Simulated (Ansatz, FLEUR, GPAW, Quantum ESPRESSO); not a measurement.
**LaSiNi₄ (Cmmm, 6 atoms in the cell) computed with different codes at matched settings**

Self-consistent single point.

```
CELL_PARAMETERS angstrom
      2.60688    -4.11702     0.00000
      2.60688     4.11702     0.00000
      0.00000     0.00000     3.94953
ATOMIC_POSITIONS crystal
  La 0.00000 0.00000 0.00000
  Si 0.50000 0.50000 0.50000
  Ni 0.34245 0.65755 0.00000
  Ni 0.65755 0.34245 0.00000
  Ni 0.50000 0.00000 0.50000
  Ni 0.00000 0.50000 0.50000
```

All programs got the same cell, k-point mesh and kind of occupations (in Ansatz's words: kpoints.mp_grid.grid = 6 6 7; scf.occupations.method = fermi_dirac; scf.occupations.width = 0.1 eV); potentials, basis and cutoffs are each program's usual ones.

```json
[
 {"code": "Ansatz", "model": "LDA (PW92), PAW files made with PBE", "pressure (GPa)": "-7.25", "largest force (eV/Å)": "0.009", "cutoff": "420 eV"},
 {"code": "FLEUR", "model": "LDA (Vosko-Wilk-Nusair), all-electron FLAPW (FLEUR), scalar-relativistic valence", "pressure (GPa)": "–", "largest force (eV/Å)": "0.008", "cutoff": "Kmax 4.1 1/bohr"},
 {"code": "GPAW", "model": "LDA (Perdew-Wang 92), GPAW PAW datasets LDA (gpaw-data 1.0.1)", "pressure (GPa)": "-6.26", "largest force (eV/Å)": "0.032", "cutoff": "800 eV"},
 {"code": "Quantum ESPRESSO", "model": "LDA (PZ), GBRV 1.5 ultrasoft (LDA) pseudopotentials", "pressure (GPa)": "-7.04", "largest force (eV/Å)": "0.012", "cutoff": "50 Ry"}
]
```

A dash marks a value that a program does not give, or that is left out as unsure.

The spread over the programs that give each value: pressure within 0.99 GPa; largest force within 0.024 eV/Å.

The starting cell comes from a database of computed structures (which also holds hypothetical and non-ambient phases and stackings), without a prior relaxation at this level. On Ansatz's run: Spin polarisation is off. In the base run, with a pressure of about -7 GPa the cell is away from its equilibrium volume at this level.

### Question
Why do the programs differ, and what cannot be compared?

### Answer
Differences of this kind can come from the potentials, where these differ, and from what each basis and cutoff leave unconverged. The valence holds different numbers of electrons (Ansatz (a program for electronic structure) 87, FLEUR 79, GPAW 79, Quantum ESPRESSO 87). The zero of total energies and Fermi levels follows the potentials and each program's conventions, so they are not compared here. FLEUR treats all electrons, but the usual bases taken here (sphere radii, linearisation, local orbitals, empty states) were not tested for convergence, so the values are no reference for the others. Ansatz's pressure is given at a fixed set of plane waves, as the other plane-wave codes print theirs; with its correction for the finite basis it is -7.21 GPa. The same LDA comes in different parametrisations, which differ slightly.

Left out of this page: ABINIT (stopped by limits of time or memory); Elk (not drawn, or without a comparable value).

Keys are those of Ansatz 0.2.
